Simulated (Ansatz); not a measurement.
Consider Rb in the bcc (W type) structure (space group Im-3m, No. 229; a = 5.671 Å).

The other end (x = 1) is Li in the bcc (W type) structure (space group Im-3m, No. 229): 20.27 Å³/atom, gap zero.

Computed with DFT with PBE, PAW potentials and a 420 eV plane-wave cutoff in Ansatz (a quantum-chemistry and plane-wave program), scalar-relativistic without spin-orbit coupling.

Li replaces a fraction x of Rb; each row is one arrangement (x, atoms in the cell, starting space group or random), fully relaxed.

One change was made to it. Results:

```json
[
 {"quantity": "mixing energy (to 0.01 eV only: unlike meshes or grids)", "base": "–", "after": "+0.15 eV/atom"},
 {"quantity": "volume per atom", "base": "91.19 Å³", "after": "39.81 Å³"}
]
```

### Question
What was done to the base?
(A) x(Li) = 0.667, 3 atoms, I4/mmm
(B) x(Li) = 0.25, 4 atoms, P4/mmm
(C) x(Li) = 0.75, 4 atoms, P2/m
(D) x(Li) = 0.75, 4 atoms, R-3m

### Answer
A, x(Li) = 0.667, 3 atoms, I4/mmm. For comparison, the volume per atom in the other runs: x(Li) = 0.75, 4 atoms, R-3m gives 34.55 Å³; x(Li) = 0.25, 4 atoms, P4/mmm gives 71.61 Å³; x(Li) = 0.75, 4 atoms, P2/m gives 34.72 Å³.

Each cell is one ordered arrangement of few atoms, which overstates ordering effects compared with a random alloy. Whether these cells are dynamically stable was not tested. All final runs are without spin polarisation. An odd electron count without spin: RbLi2. Under x(Li) = 0.25, 4 atoms, P4/mmm and x(Li) = 0.75, 4 atoms, P2/m the cell changed shape so far that it is another structure.
